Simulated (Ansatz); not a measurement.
Functionals compared on a constructed model of the (100) surface of germanium, top plane replaced by Sn dimers, 2x1 (bottom of the slab: dihydride, held), in Ansatz (plane waves, PAW). The structure was relaxed with PBE; the other rows are single points on it. Cutoff 420 eV (500 eV for r2SCAN).

Set-up: 20 atoms, 11.6 Å thick at the start with caps and adatoms (thin: gaps and levels are the slab's own); mesh 4x7x1; 0.025 eV smearing; dipole correction on; 8 atoms held, the rest relaxed; start symmetry kept, larger cells not searched; no spin (no spin-polarised run to compare, though such a face may carry moments), no spin-orbit, no U. The slab shows no gap on its mesh. It is one candidate, not shown to be the stable structure of the face. These notes are the PBE run's.

```json
[
 {"functional": "PBE", "work function of the top face (eV)": "3.99", "rough cost of the single point": "–"},
 {"functional": "r2SCAN", "work function of the top face (eV)": "…", "rough cost of the single point": "roughly 4 core-minutes"}
]
```

What belongs in the gaps?


- r2SCAN, work function of the top face (eV): 4.08

Ansatz is an electronic-structure program.
